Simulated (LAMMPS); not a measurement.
One fault surface with several potentials: a slab of Cu (fcc) cut on the (111) plane, one half shifted rigidly along [1-10] and [11-2] of the cubic cell, atoms relaxed along the normal alone.

Potentials compared:
- EAM-type AlCu.adp: classical force field (static), pair style adp, file AlCu.adp (LAMMPS); Apostol and Mishin, Phys Rev B 83, 054116 (2011)
- EAM-type AlCu.eam.alloy: classical force field (static), pair style eam/alloy, file AlCu.eam.alloy (LAMMPS); Cai and Ye, Phys Rev B, 54, 8398-8410 (1996)
- EAM-type CuNi.eam.alloy: classical force field (static), pair style eam/alloy, file CuNi.eam.alloy (LAMMPS); Onat and Durukanoglu, J Phys Cond Matt, 26, 035404 (2014)
- EAM-type CuZr_mm.eam.fs: classical force field (static), pair style eam/fs, file CuZr_mm.eam.fs (LAMMPS)
- EAM-type Cu_mishin1.eam.alloy: classical force field (static), pair style eam/alloy, file Cu_mishin1.eam.alloy (LAMMPS); Mishin, Phys Rev B, 63, 224106 (2001)
- EAM-type Cu_zhou.eam.alloy: classical force field (static), pair style eam/alloy, file Cu_zhou.eam.alloy (LAMMPS); Zhou et al, Acta Mater, 49, 4005 (2001)
- EAM-type smf7: classical force field (static), pair style eam, the elements' _smf7.eam files (smf7) (LAMMPS); Foiles, Phys Rev B 32, 7685 (1985)
- EAM-type universal-3 set of Foiles, Baskes and Daw: classical force field (static), pair style eam, the elements' _u3.eam files (universal-3 set of Foiles, Baskes and Daw) (LAMMPS); Foiles et al, Phys Rev B, 33, 7983 (1986)
- MEAM AlSiMgCuFe.meam: classical force field (static), pair style meam, file AlSiMgCuFe.meam (LAMMPS); Jelinek, Groh, Horstemeyer, Houze, Kim, Wagner, Moitra and Baskes, Phys Rev B, 85, 245102 (2012)
- SNAP Cu_Zuo_JPCA2020.quadratic.snap: machine-learned potential (static), pair style snap, file Cu_Zuo_JPCA2020.quadratic.snap (LAMMPS); Y. Zuo, C. Chen, X, Li, Z. Deng, Y. Chen, J. Behler, G. Csányi, A. V. Shapeev, A. P. Thompson, M. A. Wood, S. P. Ong, "Performance and Cost Assessment of Machine Learning Interatomic Potentials" J. Phys. Chem. A 124, 4, 731-745 (2020)
- SNAP Cu_Zuo_JPCA2020.snap: machine-learned potential (static), pair style snap, file Cu_Zuo_JPCA2020.snap (LAMMPS); Y. Zuo, C. Chen, X, Li, Z. Deng, Y. Chen, J. Behler, G. Csányi, A. V. Shapeev, A. P. Thompson, M. A. Wood, S. P. Ong, "Performance and Cost Assessment of Machine Learning Interatomic Potentials" J. Phys. Chem. A 124, 4, 731-745 (2020)
- bond-order AlCu.bop.table: classical force field (static), pair style bop, file AlCu.bop.table (LAMMPS); Zhou, Ward, and Foster, Phys. Chem. Chem. Phys., under consideration

| potential | largest along the first shift | intrinsic fault | unstable fault | largest on the surface |
|---|---|---|---|---|
| bond-order AlCu.bop.table | 494 mJ/m² | 36 mJ/m² | 192 mJ/m² | 770 mJ/m² |
| EAM-type AlCu.adp | 479 mJ/m² | 44 mJ/m² | 161 mJ/m² | 771 mJ/m² |
| EAM-type AlCu.eam.alloy | 440 mJ/m² | -4 mJ/m² | 131 mJ/m² | 740 mJ/m² |
| EAM-type CuNi.eam.alloy | 441 mJ/m² | 45 mJ/m² | 159 mJ/m² | 736 mJ/m² |
| EAM-type CuZr_mm.eam.fs | 681 mJ/m² | 38 mJ/m² | 264 mJ/m² | 1190 mJ/m² |
| EAM-type Cu_mishin1.eam.alloy | 479 mJ/m² | 44 mJ/m² | 161 mJ/m² | 771 mJ/m² |
| EAM-type Cu_zhou.eam.alloy | 478 mJ/m² | 86 mJ/m² | 190 mJ/m² | 774 mJ/m² |
| EAM-type smf7 | 450 mJ/m² | 14 mJ/m² | 142 mJ/m² | 744 mJ/m² |
| EAM-type universal-3 set of Foiles, Baskes and Daw | 454 mJ/m² | 18 mJ/m² | 142 mJ/m² | 763 mJ/m² |
| MEAM AlSiMgCuFe.meam | 468 mJ/m² | 72 mJ/m² | 244 mJ/m² | 709 mJ/m² |
| SNAP Cu_Zuo_JPCA2020.quadratic.snap | 550 mJ/m² | 10 mJ/m² | 151 mJ/m² | 1050 mJ/m² |
| SNAP Cu_Zuo_JPCA2020.snap | 533 mJ/m² | 60 mJ/m² | 172 mJ/m² | 1150 mJ/m² |
